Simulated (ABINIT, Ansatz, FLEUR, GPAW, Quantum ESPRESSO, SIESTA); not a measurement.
## HfO₂ (P4_2/nmc, 6 atoms in the cell) computed with different codes at matched settings

Self-consistent single point.

```
CELL_PARAMETERS angstrom
      3.52493     0.00000     0.00000
      0.00000     3.52493     0.00000
      0.00000     0.00000     5.12376
ATOMIC_POSITIONS crystal
  Hf 0.50000 0.50000 0.50000
  Hf 0.00000 0.00000 0.00000
  O  0.00000 0.50000 0.69721
  O  0.00000 0.50000 0.19721
  O  0.50000 0.00000 0.80279
  O  0.50000 0.00000 0.30279
```

Shared settings, as Ansatz (a program for electronic structure) writes them: kpoints.mp_grid.grid = 2 2 1; scf.occupations.method = fermi_dirac; scf.occupations.width = 0.01 eV. Potentials and cutoffs stand in the table.

| code | model | pressure (GPa) | largest force (eV/Å) | gap on the mesh (eV) | cutoff |
|---|---|---|---|---|---|
| Quantum ESPRESSO | PBE, GBRV 1.5 ultrasoft (PBE) pseudopotentials | 18.30 | 0.129 | 4.924 | 40 Ry |
| SIESTA | GGA PBE, numerical atomic orbitals DZP, PseudoDojo PBE standard norm-conserving potentials (rewritten from UPF to PSML) | 22.20 | 0.351 | 4.643 | grid 400 Ry |
| ABINIT | PBE, norm-conserving pseudopotentials (PseudoDojo nc-sr-05 PBE standard) | 17.46 | 0.042 | 4.929 | 42 Ha |
| Ansatz | PBE, default PAW files | 19.67 | 0.120 | 4.879 | default |
| GPAW | PBE, GPAW PAW datasets PBE (gpaw-data 1.0.1) | – | 0.266 | 4.855 | 950 eV |
| FLEUR | PBE, all-electron FLAPW (FLEUR), scalar-relativistic valence | – | 0.086 | 4.900 | Kmax 4.6 1/bohr |

A dash marks a value that a program does not give, or that is left out as unsure.

Gaps are read on the mesh.

On Ansatz's run: spin-orbit coupling is off.

The spread over the programs that give each value: pressure within 4.74 GPa; largest force within 0.309 eV/Å; gap on the mesh within 0.286 eV.

SIESTA uses small atom-centred bases, whose incompleteness enters pressures, forces and empty levels differently from a plane-wave cutoff. FLEUR treats all electrons, but the usual bases taken here (sphere radii, linearisation, local orbitals, empty states) were not tested for convergence, so the values are no reference for the others. Ansatz's pressure is given at a fixed set of plane waves, as the other plane-wave codes print theirs; with its correction for the finite basis it is 20.43 GPa (the shift of 0.76 GPa shows how far the cutoff is from converged). The pressure of GPAW is left out: its cutoff lies under the one at which its stress was checked. In the pressure, SIESTA (by 3.90) and Ansatz (by 1.36) lie more than 1 GPa from the median of the plane-wave programs. In the gap, SIESTA (by 0.259) lies more than 0.12 eV from the median of the plane-wave programs. In the force vectors, SIESTA (by 0.227), ABINIT (by 0.082) and GPAW (by 0.141) lie more than 0.08 eV/Å from the median of the plane-wave programs.

On the base mesh (8 8 5) the same programs gave: Ansatz pressure 17.46 GPa, gap on the mesh 4.886 eV; Quantum ESPRESSO pressure 16.07 GPa, gap on the mesh 4.911 eV; ABINIT pressure 15.33 GPa, gap on the mesh 4.924 eV; GPAW gap on the mesh 4.848 eV; FLEUR gap on the mesh 4.923 eV; SIESTA pressure 19.92 GPa, gap on the mesh 4.644 eV.

The values differ from the base mesh's, so the mesh still matters here: the table compares the programs at equal settings.

The starting cell comes from a database of computed structures (which also holds hypothetical and non-ambient phases and stackings), without a prior relaxation at this level. Its lattice was rescaled by a random factor within 2.5 % of one.

Left out of this page: CP2K (on another mesh).

Keys are those of Ansatz 0.2.
